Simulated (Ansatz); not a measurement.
The starting structures come from a database of crystals and need not be the phases stable at ambient conditions.

 Where the default PAW files enter, the runs use the earlier of Ansatz's two default sets.

By PBEsol, the system below comes out a metal.

A figure of merit of an interconnect metal is its ballistic conductance per area.

Data:

```yaml
crystal:
  lattice:
    - [6.52141, 0.00000, 0.00000]
    - [0.00000, 8.25951, 0.00000]
    - [0.00000, 4.12975, 2.38432]
  atoms:
    - { symbol: Ta, position: [0.83333, 0.00000, 0.50000] }
    - { symbol: Ta, position: [0.50000, 0.50000, 0.50000] }
    - { symbol: Ta, position: [0.16667, 0.50000, 0.00000] }
    - { symbol: Si, position: [0.50000, 0.15862, 0.52415] }
    - { symbol: Si, position: [0.16667, 0.84139, 0.00000] }
    - { symbol: Si, position: [0.83333, 0.68277, 0.47584] }
    - { symbol: Si, position: [0.50000, 0.84139, 0.47584] }
    - { symbol: Si, position: [0.16667, 0.15861, 0.00000] }
    - { symbol: Si, position: [0.83333, 0.31723, 0.52415] }
```

Space group of this cell: P6_222. The cell is taken as given; by PBEsol its mean pressure is 0.7 GPa.

The current flows along the normal of the first two printed cell vectors, the (110) plane of the conventional cell. No spin-orbit coupling; the value is a mean over 0.1 eV about the Fermi level.

Question: Predict the ballistic conductance per area from PBEsol (Ansatz, a quantum-chemistry and plane-wave program).

Answer: 0.38 × 10¹⁵ S/m² for both spins.
